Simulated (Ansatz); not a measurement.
Seebeck coefficient (μV/K, mean over directions) of p-type V₂O₅ (Pmmn) against carrier density, PBEsol, rigid bands in Ansatz (a program for electronic structure). Computed gap 1.82 eV; densities at which minority carriers matter at this gap, or further valleys turn the trend, are left out. Conductivity mass 3.3 mₑ (harmonic mean over directions), N_v = 4.8e20 cm⁻³ at 300 K.

| hole density | 300 K | 500 K |
|---|---|---|
| 1e16 cm⁻³ | [?] | 1205 |
| 1e17 cm⁻³ | 944 | [?] |
| 1e18 cm⁻³ | 746 | 808 |
| 3e18 cm⁻³ | 651 | 714 |
| 1e19 cm⁻³ | 548 | 610 |
| 3e19 cm⁻³ | 453 | 515 |
| 1e20 cm⁻³ | 351 | 412 |
| 3e20 cm⁻³ | 262 | [?] |
| 1e21 cm⁻³ | 169 | 219 |

Q: Some entries are withheld; supply them.

A: 
- 1e16 cm⁻³, 300 K: 1143
- 1e17 cm⁻³, 500 K: 1007
- 3e20 cm⁻³, 500 K: 319

Rigid bands with a gap fixed in temperature, one relaxation time for all states, no polarons or phonon drag, and whether or not such doping can be reached. Spin-orbit coupling is left out; where it splits the top of the valence band, N_v and the p-type Seebeck coefficient come out somewhat high without it.

Formula and space group known from diffraction (Crystallography Open Database), not checked to be the room-temperature form: V2O5 (Pmmn). Treated as nonmagnetic, magnetic states not searched for: V2O5 (Pmmn).
